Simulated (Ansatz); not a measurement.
Defect migration in bixbyite In2O3: O vacancy, neutral cell. Computed with PBE, PAW (plane waves to 420 eV; Ansatz, a program for electronic structure).

Settings: 80 host sites, the relaxed PBE lattice, one k-point at (0.250, 0.250, 0.250), smearing 0.01 eV, spin-restricted, no image-charge correction. Static, classical nuclei. The charge state is imposed; whether it is stable for some Fermi level was not computed. Forms of the defect that were not tried may lie lower.

Barriers: single points on a 2×2×2 k-point mesh shifted by half a step at the bands' geometries.

Relaxed starting cell (atoms counted from 1):

```
CELL_PARAMETERS angstrom
     10.28967     0.00000     0.00000
      0.00000    10.28967     0.00000
      0.00000     0.00000    10.28967
ATOMIC_POSITIONS crystal
  In 0.74983 0.25014 0.25058
  In 0.24965 0.24862 0.25099
  In 0.25020 0.75072 0.25150
  In 0.24890 0.25152 0.74917
  In 0.99930 0.24968 0.46612
  In 0.03354 0.49984 0.25030
  In 0.47220 0.49627 0.74194
  In 0.24932 0.03452 0.49943
  In 0.75153 0.46584 0.49861
  In 0.99837 0.75112 0.03222
  In 0.03145 0.00201 0.74879
  In 0.24592 0.46219 0.00427
  In 0.46709 0.00094 0.25131
  In 0.75039 0.03687 0.00158
  In 0.49997 0.25237 0.03438
  In 0.49997 0.75011 0.46785
  O  0.10893 0.34561 0.11864
  O  0.89010 0.15561 0.11806
  O  0.60728 0.15707 0.88198
  O  0.38956 0.36208 0.88333
  O  0.11746 0.10983 0.34535
  O  0.88220 0.38994 0.34512
  O  0.34695 0.37991 0.60784
  O  0.10982 0.15496 0.61751
  O  0.38147 0.38926 0.15659
  O  0.61017 0.34492 0.38259
  O  0.89007 0.34537 0.61783
  O  0.38961 0.15316 0.38292
  O  0.61753 0.11114 0.15465
  O  0.38217 0.61024 0.34967
  O  0.61774 0.88971 0.34678
  O  0.15364 0.38156 0.38959
  O  0.15100 0.88374 0.60676
  O  0.11741 0.88917 0.15391
  O  0.88533 0.61106 0.15405
  O  0.34588 0.11850 0.10907
  O  0.34578 0.88168 0.39173
  O  0.15518 0.11840 0.88934
  O  0.16086 0.62106 0.10275
  In 0.24451 0.75631 0.74241
  In 0.74845 0.75063 0.74917
  In 0.75045 0.24937 0.74979
  In 0.75184 0.75009 0.25230
  In 0.51127 0.76085 0.97423
  In 0.53239 0.00016 0.75046
  In 0.96624 0.00029 0.24961
  In 0.74946 0.53320 0.00196
  In 0.24873 0.96637 0.00084
  In 0.50112 0.24732 0.53245
  In 0.53305 0.49985 0.25245
  In 0.74948 0.96679 0.49993
  In 0.96441 0.50013 0.75043
  In 0.24846 0.53168 0.49997
  In 0.99730 0.74916 0.53220
  In 0.99907 0.25008 0.96617
  O  0.84532 0.11770 0.38968
  O  0.60839 0.84536 0.61924
  O  0.38800 0.65278 0.62610
  O  0.10976 0.65366 0.38071
  O  0.89008 0.84624 0.38220
  O  0.60452 0.61394 0.85086
  O  0.38241 0.87806 0.84792
  O  0.84468 0.88306 0.11032
  O  0.61290 0.65500 0.12106
  O  0.88089 0.88996 0.65406
  O  0.10931 0.84565 0.88033
  O  0.39014 0.84662 0.11928
  O  0.88438 0.65472 0.88238
  O  0.11677 0.60994 0.65412
  O  0.88142 0.11096 0.84596
  O  0.11726 0.39043 0.84557
  O  0.65662 0.88650 0.88970
  O  0.65372 0.38339 0.11185
  O  0.62089 0.38860 0.65253
  O  0.38085 0.10919 0.65743
  O  0.84407 0.61766 0.61106
  O  0.84434 0.38294 0.89012
  O  0.65435 0.61774 0.39138
  O  0.65361 0.11692 0.61079
```

End state 1 differs by these moves (Å; atoms that move under 0.08 Å are left out):

```csv
atom,element,Δx,Δy,Δz
3,In,0.04,0.06,0.06
6,In,-0.07,-0.04,0.09
7,In,-0.07,0.04,0.08
10,In,-0.12,0.10,-0.06
12,In,0.07,0.00,-0.09
17,O,0.01,0.17,-0.01
20,O,0.00,-0.17,-0.02
34,O,-0.01,-0.12,-0.02
35,O,0.09,0.03,-0.04
39,O,1.82,0.00,-2.11
40,In,0.04,-0.06,0.07
44,In,-0.11,-0.10,-0.06
61,O,0.09,-0.03,-0.04
62,O,-0.01,0.12,-0.01
```

Q: What forward and backward barriers to end state 1 does PBE, PAW give?

A: forward 0.63 eV, backward 0.63 eV; at the saddle point atom 39 has neighbours In at 2.05, In at 2.36, In at 2.41; O at 2.65 Å. The saddle point's order was not checked.

End state 2 differs by these moves (Å; atoms that move under 0.08 Å are left out):

```
atom  element     Δx     Δy     Δz
----  -------  -----  -----  -----
4          In  -0.07  -0.07  -0.05
7          In   0.02   0.16  -0.03
12         In  -0.04   0.11   0.00
15         In   0.04  -0.06   0.04
20          O  -0.40   2.50   0.03
23          O   0.01   0.03   0.15
25          O   0.01   0.00  -0.19
39          O  -0.09   0.00   0.09
40         In   0.04  -0.08   0.07
44         In  -0.10  -0.12  -0.07
58          O   0.01   0.04  -0.13
61          O   0.17  -0.01  -0.06
71          O   0.09  -0.02   0.02
```

Q: What forward and backward barriers to end state 2 does PBE, PAW give?

A: forward 0.94 eV, backward 0.94 eV; at the saddle point atom 20 has neighbours In at 2.03, In at 2.05 Å. The saddle point's order was not checked.

End state 3 differs by these moves (Å; atoms that move under 0.08 Å are left out):

```json
[
 {"atom": "7", "element": "In", "Δx": "0.02", "Δy": "-0.08", "Δz": "0.20"},
 {"atom": "12", "element": "In", "Δx": "0.04", "Δy": "0.06", "Δz": "-0.04"},
 {"atom": "16", "element": "In", "Δx": "0.04", "Δy": "0.04", "Δz": "-0.06"},
 {"atom": "20", "element": "O", "Δx": "0.00", "Δy": "-0.20", "Δz": "0.03"},
 {"atom": "23", "element": "O", "Δx": "0.03", "Δy": "0.16", "Δz": "0.06"},
 {"atom": "30", "element": "O", "Δx": "0.01", "Δy": "0.01", "Δz": "0.13"},
 {"atom": "40", "element": "In", "Δx": "-0.03", "Δy": "-0.01", "Δz": "0.14"},
 {"atom": "44", "element": "In", "Δx": "-0.11", "Δy": "-0.10", "Δz": "-0.08"},
 {"atom": "53", "element": "In", "Δx": "-0.07", "Δy": "-0.04", "Δz": "-0.04"},
 {"atom": "57", "element": "O", "Δx": "-0.06", "Δy": "-0.06", "Δz": "0.02"},
 {"atom": "58", "element": "O", "Δx": "-0.42", "Δy": "-0.37", "Δz": "2.59"},
 {"atom": "61", "element": "O", "Δx": "0.15", "Δy": "-0.04", "Δz": "-0.04"},
 {"atom": "62", "element": "O", "Δx": "-0.03", "Δy": "0.13", "Δz": "-0.02"},
 {"atom": "69", "element": "O", "Δx": "0.09", "Δy": "0.02", "Δz": "-0.01"}
]
```

Q: Give the forward and backward barriers to end state 3 at the level PBE, PAW.

A: forward 1.22 eV, backward 1.22 eV; at the saddle point atom 58 has neighbours In at 2.01, In at 2.04, In at 2.58 Å. The saddle point's order was not checked.

End state 4 differs by these moves (Å; atoms that move under 0.08 Å are left out):

| atom | element | Δx | Δy | Δz |
|---|---|---|---|---|
| 4 | In | 0.07 | -0.10 | -0.04 |
| 7 | In | -0.06 | 0.04 | 0.08 |
| 12 | In | 0.15 | 0.12 | 0.08 |
| 17 | O | 0.05 | 0.05 | -0.14 |
| 20 | O | -0.12 | -0.15 | 0.00 |
| 38 | O | -0.03 | 0.08 | 0.00 |
| 39 | O | -0.06 | 0.00 | 0.11 |
| 40 | In | 0.06 | -0.05 | 0.09 |
| 44 | In | -0.11 | -0.10 | -0.06 |
| 55 | In | -0.03 | -0.09 | 0.07 |
| 58 | O | 0.01 | 0.01 | -0.08 |
| 61 | O | 0.14 | -0.05 | -0.04 |
| 62 | O | -0.01 | 0.14 | -0.01 |
| 69 | O | 0.04 | -0.08 | 0.08 |
| 71 | O | 2.36 | 2.35 | 0.47 |
| 77 | O | 0.18 | 0.00 | 0.00 |

Q: Give the forward and backward barriers to end state 4 at the level PBE, PAW.

A: forward 1.41 eV, backward 1.41 eV; at the saddle point atom 71 has neighbours In at 2.04, In at 2.19, In at 2.57; O at 2.49 Å. The saddle point's order was not checked.
